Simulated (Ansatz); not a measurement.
The reference is Ta2N (space group P-31m, No. 162; a = 5.265 Å, c = 4.911 Å; a cell from a computed database, its experimental status unchecked). Axes: x lies along a and z along c of the hexagonal cell.

Computed with Ansatz (a first-principles code) PBEsol, without spin-orbit coupling.

For the base:

```
Property                        Result
-----------------------------  -------
Pressure                       0.0 GPa
Shortest interatomic distance  2.133 Å
```

Now apply this change: biaxial strain +4.73 %, plane normal [001], relaxed out of plane (Cartesian); in-plane vectors clamped, the third vector and the atoms free.

**Question.** Estimate the effect on the pressure.

**Answer.** The pressure (mean of the normal stresses, compression positive) goes from zero to -14.2 GPa.

**Question.** What happens to the shortest interatomic distance?

**Answer.** The shortest interatomic distance goes up by 0.043 Å to 2.176 Å.

**Question.** Predict the new energy relative to the base.

**Answer.** The energy grows by 87 meV/atom.

Without a gap, meshes like the base's 10×10×10 leave anisotropic stresses uncertain by several tenths of a GPa, and small strain energies with them. Stability against distortions was not tested. All final runs are without spin polarisation. An odd electron count without spin: Ta2N.
